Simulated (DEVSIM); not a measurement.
Structure: abrupt Si p-n junction, at 350 K.

Layer 1 from the left is Si, thickness (μm) 88.0, Na (cm⁻³) 1.5e17, τn (s) 8.3e-5, τp (s) 8.3e-5. Layer 2 from the left is Si, thickness (μm) 120, Nd (cm⁻³) 2.5e15, τn (s) 8.3e-5, τp (s) 8.3e-5.

Left contact: ohmic. Right contact: ohmic. Voltage is applied to the left contact. Recombination: SRH at mid-gap, radiative, Auger. Mobility is μmin + (μ − μmin)/(1 + (N/Nref)^α).

This is a model device: material constants are rounded textbook-type values typed into the input, and sizes, dopings and lifetimes were drawn at random. Values at 300 K; Nc and Nv go as T^1.5, mobilities as T to minus their exponent, the gap by Varshni's rule with the affinity fixed.

Si: gap (eV) 1.124, affinity (eV) 4.05, permittivity 11.7, Nc (cm⁻³) 2.86e19, Nv (cm⁻³) 3.1e19, μn (cm²/Vs) 1417, μp (cm²/Vs) 470, μn,min 52, μp,min 45, Nref,n 9.7e16, Nref,p 2.2e17, αn 0.68, αp 0.72, T exponent of μn 2.3, T exponent of μp 2.2, B (cm³/s) 4.7e-15, Cn (cm⁶/s) 2.8e-31, Cp (cm⁶/s) 9.9e-32, Varshni α (eV/K) 0.000473, Varshni β (K) 636.

Question: Estimate by hand the built-in potential, the peak field at zero bias, the capacitance at -3 V, and compare with a numerical solution.

Answer: 
- Built-in potential: ni = √(Nc Nv) exp(−Eg/2kT) = 3.78e11 cm⁻³ with Eg = 1.111 eV; Vbi = kT/q ln(Na Nd/ni²) = 0.654 V; numerical 0.654 V.
- Peak field at zero bias: depletion approximation: W = √(2εVbi/(qN)) = 0.587 μm with N = 2.46e15 cm⁻³; field = 2Vbi/W = 22300 V/cm; numerical 28700 V/cm (estimate below by 22 %).
- Capacitance at -3 V: C = √(qεN / 2(Vbi + |V|)) = 7.47 nF/cm²; numerical 7.54 nF/cm² (estimate below by 0.87 %).

Model (solved in DEVSIM): 1D drift-diffusion, Boltzmann statistics, complete ionisation; no tunnelling, impact ionisation, image-force lowering or self-heating.
